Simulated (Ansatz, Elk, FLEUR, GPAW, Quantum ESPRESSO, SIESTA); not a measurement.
## Code comparison for AlCoNi₆ (P4/mmm, 8 atoms in the cell)

Self-consistent single point, at a second geometry (lattice scaled by 0.98). First geometry:

```
AlCoNi6
1.0
    3.52277     0.00000     0.00000
    0.00000     3.52277     0.00000
    0.00000     0.00000     7.07287
Al Co Ni
1 1 6
Cartesian
  0.00000   0.00000   0.00000
  0.00000   0.00000   3.53643
  1.76138   1.76138   0.00000
  1.76138   1.76138   3.53643
  1.76138   0.00000   1.81221
  1.76138   0.00000   5.26066
  0.00000   1.76138   1.81221
  0.00000   1.76138   5.26066
```
Moments meant for the start (each program seeds them in its own way; μB, in the order of the atoms Al Co Ni Ni Ni Ni Ni Ni): 0.0 3.0 2.0 2.0 2.0 2.0 2.0 2.0.

Shared settings, as Ansatz (a program for electronic structure) writes them: kpoints.mp_grid.grid = 5 5 3; scf.occupations.method = gaussian; scf.occupations.width = 0.2 eV. Potentials and cutoffs stand in the table.

| code | model | ΔF from the first geometry (meV/atom) | pressure (GPa) | largest force (eV/Å) | size of the net moment (μB/atom) | cutoff |
|---|---|---|---|---|---|---|
| Elk | LDA (PW92), all-electron FP-LAPW, Elk's shipped species files, APW+lo basis with extra local orbitals | – | – | – | 0.50 | rgkmax 8 |
| FLEUR | LDA (Perdew-Zunger), all-electron FLAPW (FLEUR), scalar-relativistic valence | – | – | 0.023 | 0.49 | Kmax 3.6 1/bohr |
| Ansatz | LDA (PW92), PAW files made with PBE | -28.1 | -0.53 | 0.035 | 0.51 | default |
| Quantum ESPRESSO | LDA (PZ), PSlibrary PAW (LDA) pseudopotentials | -25.1 | 0.12 | 0.024 | 0.50 | 55 Ry |
| GPAW | LDA (Perdew-Wang 92), GPAW PAW datasets LDA (gpaw-data 1.0.1) | -21.2 | 1.56 | 0.017 | 0.51 | 800 eV |
| SIESTA | LDA PW92, numerical atomic orbitals DZP, PseudoDojo LDA standard norm-conserving potentials (rewritten from UPF to PSML) | -42.6 | -5.30 | 0.328 | 0.50 | grid 300 Ry |

A dash marks a value that a program does not give, or that is left out as unsure.

On Ansatz's run: the magnetic order is the one reached from the typed start; others were not searched systematically.

The spread over the programs that give each value: ΔF from the first geometry within 21.4 meV/atom; pressure within 6.86 GPa; largest force within 0.311 eV/Å; size of the net moment within 0.02 μB/atom.

SIESTA uses small atom-centred bases, whose incompleteness enters pressures, forces and empty levels differently from a plane-wave cutoff. Elk and FLEUR treat all electrons, but the usual bases taken here (sphere radii, linearisation, local orbitals, empty states) were not tested for convergence, so the values are no reference for the others. Ansatz's pressure is given at a fixed set of plane waves, as the other plane-wave codes print theirs; with its correction for the finite basis it is -0.44 GPa. The same LDA comes in different parametrisations, which differ slightly. In the pressure, GPAW (by 1.44) and SIESTA (by 5.42) lie more than 1 GPa from the median of the plane-wave programs. In the force vectors, SIESTA (by 0.304) lies more than 0.08 eV/Å from the median of the plane-wave programs.

The shared mesh is coarse (it stands for a supercell whose shortest vector is 17 Å), so the values are not converged in it.

The starting cell comes from a database of computed structures (which also holds hypothetical and non-ambient phases and stackings), without a prior relaxation at this level. For this run, on top of that: lattice scaled by 0.98.

Keys are those of Ansatz 0.2.
